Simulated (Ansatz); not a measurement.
**2 layers of HfO2-1T, started at antiparallel, no shift (facing O atop O, which symmetry holds and which is mostly a maximum against sliding)**

Levels used, each named beside its values: PBE+D3(BJ) (plane waves to 420 eV, PAW; Ansatz, a quantum-chemistry and plane-wave program); PBE+D3(BJ) with spin-orbit coupling (plane waves to 420 eV, PAW; Ansatz). Geometries and values that name no level are of the first. Values not marked SOC have no spin–orbit coupling; PBE gaps are too small against experiment. Its k-point mesh 12×12×1, Fermi–Dirac width 0.01 eV. A dipole correction is on.

| Item | Value |
|---|---|
| gap between facing atomic planes | 3.20 Å |
| step of the vacuum level across the stack (top less bottom) | 0.00 eV |
| interaction energy of the frozen layers | -14.2 meV/Å² |
| interaction energy without the D3 term at this geometry | +2.9 meV/Å² |
| PBE gap over the mesh and listed points off it | 4.66 eV, indirect (lowest direct gap 4.92 eV) |
| valence and conduction edges under the vacuum level of the lower face | 7.77 and 3.11 eV |
| PBE+SOC gap at the same geometry | 4.65 eV |

```
CELL_PARAMETERS angstrom
      3.24211     0.00000     0.00000
     -1.62105     2.80775     0.00000
      0.00000     0.00000    25.91000
ATOMIC_POSITIONS crystal
  O  0.66667 0.33333 0.36324
  Hf 0.00000 0.00000 0.40081
  O  0.33333 0.66667 0.43831
  O  0.33333 0.66667 0.56169
  Hf 0.00000 0.00000 0.59919
  O  0.66667 0.33333 0.63676
```
